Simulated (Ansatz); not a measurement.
ZrN in the rock salt structure (space group Fm-3m, No. 225)

```
ZrN
1.0
    0.00000     2.29737     2.29737
    2.29737     0.00000     2.29737
    2.29737     2.29737     0.00000
N Zr
1 1
Cartesian
  0.00000   0.00000   0.00000
  2.29737   2.29737   2.29737
```

Computed with Ansatz (an electronic-structure program), PBE, PAW, cutoff 420 eV, scalar-relativistic without spin-orbit coupling. Γ-centred 17×17×17 mesh, Fermi–Dirac width 0.05 eV.

| Item | Value |
|---|---|
| Volume per atom | 12.13 Å³ |
| Density | 7.21 g/cm³ |
| Band gap | zero |
| Total energy | -2285.655 eV/atom (σ→0; compares only within this code and set-up) |

No phonon test of stability was made. The final runs are not spin-polarised. An odd electron count without spin: ZrN.
